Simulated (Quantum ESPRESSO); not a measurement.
## What a tighter setting buys: ecutwfc, Sr5Ir2N6 (C2/c, 26 atoms in the cell)

Cell: a = 6.3505 Å, b = 6.3505 Å, c = 13.1049 Å, α = 101.05°, β = 101.05°, γ = 68.93°.

Level of theory: PBEsol, GBRV 1.5 ultrasoft (PBESOL) pseudopotentials (plane waves; Quantum ESPRESSO).

Base settings: ecutwfc = 40 Ry; ecutrho = 320 Ry; occupations = smearing; smearing = gaussian; degauss = 0.0099958 Ry; potentials = {Sr: sr_pbesol_v1.uspp.F.UPF, Ir: ir_pbesol_v1.2.uspp.F.UPF, N: n_pbesol_v1.2.uspp.F.UPF}; K_POINTS = automatic 3 3 2 0 0 0; conv_thr = 1e-10 Ry; mixing_beta = 0.5.

Misses are taken against the tightest run, 46 Ry (ecutrho: 320 Ry → 368 Ry), which need not be fully converged itself. The energy is the free energy per atom.

The count of work is k-points × plane waves × bands × iterations; it is no time, and leaves out set-up, grids and terms that scale otherwise. Core times come from one kind of shared machine and are given to one figure; runs under 30 s give none.

The starting cell comes from a database of computed structures (which also holds hypothetical and non-ambient phases and stackings), without a prior relaxation at this level. Spin polarisation is off. In the base run, with a pressure of about -5 GPa the cell is away from its equilibrium volume at this level.

The runs (ecutwfc): 16 Ry (ecutrho: 320 Ry → 128 Ry) | 20 Ry (ecutrho: 320 Ry → 160 Ry) | 24 Ry (ecutrho: 320 Ry → 192 Ry) | 28 Ry (ecutrho: 320 Ry → 224 Ry) | 32 Ry (ecutrho: 320 Ry → 256 Ry) | 36 Ry (ecutrho: 320 Ry → 288 Ry) | 40 Ry | 46 Ry (ecutrho: 320 Ry → 368 Ry).

Which is the coarsest setting among those run that, with all tighter ones, holds the energy within 20 meV/atom of the reference, and what does it save?

36 Ry (ecutrho: 320 Ry → 288 Ry), off by 9.8 meV/atom; its saving against the reference is no more than about a factor of 2 in the count of work.

Which is the coarsest setting among those run that, with all tighter ones, holds the energy within 5 meV/atom of the reference, and what does it save?

40 Ry, off by 2.1 meV/atom; its saving against the reference is no more than about a factor of 2 in the count of work.

For at most 0.3 times the reference's count of work, which run misses the energy least?

20 Ry (ecutrho: 320 Ry → 160 Ry), with a miss of 1100 meV/atom at a count of 0.27.

What does the step from 20 Ry (ecutrho: 320 Ry → 160 Ry) to 36 Ry (ecutrho: 320 Ry → 288 Ry) buy?

It takes the miss in the energy from 1100 to 9.8 meV/atom, for 2.6 times the count of work and roughly 5 times the time.

| ecutwfc | energy less reference (meV/atom) | pressure less reference (GPa) | largest difference in the force on any atom (eV/Å) | count of work / reference | core time / reference (rough) |
|---|---|---|---|---|---|
| 16 Ry (ecutrho: 320 Ry → 128 Ry) | 3767.28 | -111.03 | 1.795 | 0.19 | 0.1 |
| 20 Ry (ecutrho: 320 Ry → 160 Ry) | 1056.93 | -38.60 | 0.449 | 0.27 | 0.1 |
| 24 Ry (ecutrho: 320 Ry → 192 Ry) | 314.42 | -13.06 | 0.061 | 0.38 | 0.2 |
| 28 Ry (ecutrho: 320 Ry → 224 Ry) | 98.44 | -4.38 | 0.018 | 0.48 | 0.3 |
| 32 Ry (ecutrho: 320 Ry → 256 Ry) | 33.00 | -1.67 | 0.015 | 0.58 | 0.4 |
| 36 Ry (ecutrho: 320 Ry → 288 Ry) | 9.79 | -0.64 | 0.007 | 0.69 | 0.6 |
| 40 Ry | 2.13 | -0.15 | 0.002 | 0.81 | 0.4 |
| 46 Ry (ecutrho: 320 Ry → 368 Ry) | 0.00 | 0.00 | 0.000 | 1.0 | 1 |
